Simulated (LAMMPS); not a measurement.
MD of C (diamond structure) at zero pressure, 1000 atoms, as a crystal; each row is its own run.

Computed with classical MD, pair style tersoff, file SiC_Erhart-Albe.tersoff (LAMMPS).

```csv
T (K),volume (Å³/atom)
200,5.6857
1800,5.8466
2400,5.9169
3000,6.0091
```

Question: Fit a straight line, y = a + b x, to these rows (x is the first column, y the second) and predict the run at x = 300.

Answer: Least squares gives a = 5.6557 and b = 0.0001129. At x = 300 the fit predicts 5.6896 Å³/atom. The run itself gave 5.6952 ± 0.0001 Å³/atom, so the fit is 0.098 % low.

Caution: in nature this polymorph isn't the stable one over the whole range of temperature at this pressure, and short runs keep a crystal in its starting form.

Caution (rows 200; 300): nuclei are classical, which matters for such light atoms.

Caution (rows 1800; 2400; 3000): a run this short can hold a crystal over, or a liquid under, the potential's own melting point, which these runs don't give.
